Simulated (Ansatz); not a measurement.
The starting structures come from a database of crystals and need not be the phases stable at ambient conditions.

By PBEsol, the system below comes out a metal.

Without scattering a metal conducts by its projected Fermi surface.

Data:

```
CELL_PARAMETERS angstrom
      2.67064     0.00000     0.00000
      0.00000     2.67064     0.00000
      1.33532    -1.33532     1.92697
ATOMIC_POSITIONS crystal
  Ir 0.00000 0.00000 0.00000
```

The cell is strained (lengths across the current scaled by 0.98, ions clamped); by PBEsol it stands under a pressure of 9.1 GPa.

The current flows along the normal of the first two printed cell vectors, the (001) (indices of the unstrained crystal) plane of the conventional cell. No spin-orbit coupling; the value is a mean over 0.1 eV about the Fermi level.

Task: Predict the ballistic conductance per area from PBEsol (Ansatz, an electronic-structure program).

Result: 2.1 × 10¹⁵ S/m² for both spins.
